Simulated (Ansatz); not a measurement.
Base system: Re in the hcp (Mg type) structure (space group P6_3/mmc, No. 194; a = 2.775 Å, c = 4.483 Å).

(Cell as relaxed with PBE.)

Levels (all Ansatz, a first-principles code, PAW): PBE (420 eV, without spin-orbit coupling); r2SCAN (500 eV, no SOC).

Each level relaxes its own structure.

```tsv
base	PBE	r2SCAN
volume per atom	14.95 Å³	14.70 Å³
lattice parameter a	2.775 Å	2.758 Å
band gap	zero	zero
```

Modification: cell and atoms relaxed at a pressure of 15 GPa.

```
quantity              PBE    r2SCAN
---------------  --------  --------
c/a ratio           1.615     1.618
volume per atom  14.39 Å³  14.18 Å³
```

PBE's c/a ratio lies 0.0024 below r2SCAN's; PBE's volume per atom lies 0.21 Å³ above r2SCAN's (1.5 %). Neither level is exact; r2SCAN is the comparison here, not a measurement.

Load acts through the strain it causes; cell and atoms are relaxed under it. No phonon test of stability was made. Competing high-pressure phases were not computed. The final runs are not spin-polarised.
